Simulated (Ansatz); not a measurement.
The starting structures come from a database of crystals and need not be the phases stable at ambient conditions.

Inside the gap of an insulator the Bloch states are evanescent, with a wavenumber k + iκ along the transport direction.

Here is the system:

```xyz
10
Lattice="6.8033 0.0000 0.0000 0.0000 9.6213 0.0000 3.4016 4.8106 3.4016" Properties=species:S:1:pos:R:3 pbc="T T T"
K      0.0000     4.8106     0.0000
Cs     3.4016     7.2160     0.0000
Cs     3.4016     2.4053     0.0000
Y      0.0000     0.0000     0.0000
F      1.5525     9.6213     1.5525
F      1.8491     4.8106     1.8491
F      5.2508     9.6213     1.5525
F      4.9541     4.8106     1.8491
F      0.0000     7.4257     0.0000
F      0.0000     2.1956     0.0000
```

Space group of this cell: Fm-3m. The cell is taken as given; by r2SCAN its mean pressure is -2.1 GPa.

Transport runs along the normal of the first two printed cell vectors, the (110) plane of the conventional cell.

The gap is the functional's own, uncorrected, and κ follows it; spin-orbit coupling is left out. Mid-gap values are interpolated between the computed energies.

Question: Estimate the band gap and the smallest decay constant κ at mid-gap that Ansatz (a quantum-chemistry and plane-wave program) with r2SCAN returns for this system.

Answer: Gap 7.25 eV on a 10×10×10 mesh; κ = 0.512 1/Å, at the zone centre.
